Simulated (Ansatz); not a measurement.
Base system: CoSi₂ (space group Fm-3m, No. 225; a = 5.315 Å; non-magnetic). Axes: x, y, z lie along the cube axes.

The values are results of Kohn–Sham DFT with the r2SCAN functional, run in Ansatz (a program for electronic structure) with PAW and 500 eV plane waves, no spin-orbit coupling, not measurements.

For the base:

| Quantity | Value |
|---|---|
| Volume per atom | 12.51 Å³ |
| Pressure | 0.0 GPa |

It is then changed as follows: biaxial strain −0.75 %, plane normal [111], relaxed out of plane (Cartesian); in-plane vectors clamped, the third vector and the atoms free.

Problem. What does the calculation give for the volume per atom after the change?

Solution. The volume per atom drops by 0.11 Å³ (12.51 Å³ → 12.40 Å³).

Problem. What happens to the energy relative to the base?

Solution. The energy grows by 1.6 meV/atom.

Problem. How does this affect the pressure?

Solution. The pressure (mean of the normal stresses, compression positive) goes from zero to 1.8 GPa.

Without a gap, meshes like the base's 15×15×15 leave anisotropic stresses uncertain by several tenths of a GPa, and small strain energies with them. Stability against distortions was not tested. Seeded moments were not kept for the base. All final runs are without spin polarisation. An odd electron count without spin: CoSi2.
